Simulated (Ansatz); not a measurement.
The reference is ZrB$_{2}$ (space group P6/mmm, No. 191; a = 3.155 Å, c = 3.506 Å; relaxed with 0.1 eV smearing). Axes: x lies along a and z along c of the hexagonal cell.

Level of theory: PBEsol/PAW in Ansatz (an electronic-structure program), no spin-orbit coupling.

Strains are applied to the cell and any free atomic positions relax.

One change was made to it. Results:

```csv
quantity,base,after
energy relative to the base (free energy F),0 meV/atom,+0.4 meV/atom
band gap,zero,zero
```

Q: What was done to the base?
(A) uniaxial strain ε_zz = −2.50 %
(B) uniaxial strain ε_zz = −0.50 %
(C) uniaxial strain ε_zz = +3.00 %

A: B, uniaxial strain ε_zz = −0.50 %. For comparison, the energy relative to the base in the other runs: uniaxial strain ε_zz = −2.50 % gives +9.3 meV/atom; uniaxial strain ε_zz = +3.00 % gives +12 meV/atom.

No phonon test of stability was made. All final runs are without spin polarisation.
